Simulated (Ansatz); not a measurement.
The starting structures come from a database of crystals and need not be the phases stable at ambient conditions.

Where the default PAW files enter, the runs use the earlier of Ansatz's two default sets.

```yaml
crystal:
  lattice:
    - [3.50025, 0.00000, 0.00000]
    - [-1.75012, 3.03130, 0.00000]
    - [0.00000, 0.00000, 13.74537]
  atoms:
    - { symbol: Te, position: [0.33333, 0.66667, 0.88281] }
    - { symbol: Te, position: [0.66667, 0.33333, 0.11719] }
    - { symbol: Te, position: [0.66667, 0.33333, 0.38281] }
    - { symbol: Te, position: [0.33333, 0.66667, 0.61719] }
    - { symbol: W, position: [0.33333, 0.66667, 0.25000] }
    - { symbol: W, position: [0.66667, 0.33333, 0.75000] }
```

Space group of this cell: P6_3/mmc. The cell was relaxed by PBE-D3(BJ); by PBEsol its mean pressure is -0.7 GPa.

Transport runs along the normal of the first two printed cell vectors, the (001) plane of the conventional cell.

The gap is the functional's own. No spin-orbit coupling. Mid-gap values are those at the computed energy nearest the middle.

**Question.** State the band gap and the smallest decay constant κ at mid-gap according to PBEsol in Ansatz (a first-principles code).

**Answer.** Gap 0.76 eV on a 12×12×4 mesh; κ = 0.147 1/Å, at (0.333, 0.333) of the in-plane reciprocal vectors. At the zone centre the slowest state has κ = 0.46 1/Å.
